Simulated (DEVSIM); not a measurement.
Structure: Schottky contact on n-type Si, at 400 K.

Layer 1 from the left is Si, thickness (μm) 1.10, Nd (cm⁻³) 3.9e15, τn (s) 0.00035, τp (s) 0.00035.

Left contact: Schottky, work function 4.94 eV, emission velocity 8.2e6 cm/s. Right contact: ohmic. Voltage is applied to the left contact. Recombination: SRH at mid-gap, radiative. Mobility is μmin + (μ − μmin)/(1 + (N/Nref)^α).

This is a model device: material constants are rounded textbook-type values typed into the input, and sizes, dopings and lifetimes were drawn at random. Values at 300 K; Nc and Nv go as T^1.5, mobilities as T to minus their exponent, the gap by Varshni's rule with the affinity fixed.

Si: gap (eV) 1.124, affinity (eV) 4.05, permittivity 11.7, Nc (cm⁻³) 2.86e19, Nv (cm⁻³) 3.1e19, μn (cm²/Vs) 1417, μp (cm²/Vs) 470, μn,min 52, μp,min 45, Nref,n 9.7e16, Nref,p 2.2e17, αn 0.68, αp 0.72, T exponent of μn 2.3, T exponent of μp 2.2, B (cm³/s) 4.7e-15, Varshni α (eV/K) 0.000473, Varshni β (K) 636.

Model (solved in DEVSIM): 1D drift-diffusion, Boltzmann statistics, complete ionisation; no tunnelling, impact ionisation, image-force lowering or self-heating. Metal contacts follow the ideal Schottky-Mott rule: no Fermi-level pinning, no interface dipoles.

Dark forward current:

| |V| (V) | |J| (A/cm²) |
|---|---|
| 0.05 | 0.001338 |
| 0.10 | 0.006921 |
| 0.15 | 0.03025 |
| 0.20 | 0.1276 |
| 0.25 | 0.5318 |
| 0.30 | 2.192 |
| 0.35 | 8.781 |
| 0.40 | 32.57 |
| 0.45 | 102.8 |
| 0.50 | 261.5 |
| 0.55 | 542.8 |
| 0.60 | 962.4 |
| 0.65 | 1518 |
| 0.70 | 2196 |

Q: Work out the local ideality factor n = ΔV / (kT/q · ln(J2/J1)) between the rows 0.15 and 0.20 V, 0.65 and 0.70 V.

A: kT/q = 34.47 mV. From 0.15 to 0.20 V: ln(0.1276/0.03025) = 1.439, n = 1.01, near the 1 of diffusion or emission over a barrier. From 0.65 to 0.70 V: ln(2196/1518) = 0.369, n = 3.93.

Q: Estimate the current at 0.25 V for emission alone, J0 = q v N_band exp(−φB/kT), and read the barrier back from the simulated current.

A: φB = 0.890 eV, N_band = 4.40e19 cm⁻³, J0 = 0.000354 A/cm²; J = J0 (exp(qV/kT) − 1) = 0.499 A/cm². The simulation gives 0.532 A/cm²; the estimate lies 6.1 % below. Read backwards, the simulated current gives an apparent barrier of 0.888 eV. The estimate leaves out transport through the depletion region and minority injection.
